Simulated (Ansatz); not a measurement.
Stishovite (SiO2), treated with G0W0@PBEsol in Ansatz (plane waves, hard PAW, contour deformation).

The same calculation (at the measured cell, 7.769 Å³/atom) with different numerical settings; throughout: k mesh 2×2×2:

```
run  response cutoff (eV)  empty bands  quasiparticle gap on the mesh (eV)  quasiparticle gap at Γ (eV)   rough time
---  --------------------  -----------  ----------------------------------  ---------------------------  -----------
1                     100          194                               8.106                        8.106    30 core-s
2                     150          357                               8.324                        8.324    50 core-s
3                     200          550                               8.419                        8.419   100 core-s
4                     250          769                               8.471                        8.471   8 core-min
5                     300         1010                          (withheld)                   (withheld)  10 core-min
```

**Question.** Complete the blanks.

**Answer.** 
- 5, quasiparticle gap on the mesh (eV): 8.500
- 5, quasiparticle gap at Γ (eV): 8.500

In the column quasiparticle gap on the mesh (eV) the first row differs from the last by -0.394 and the next to last by -0.029.

The last row is no converged limit: other settings stay fixed.

Ansatz is a quantum-chemistry and plane-wave program.
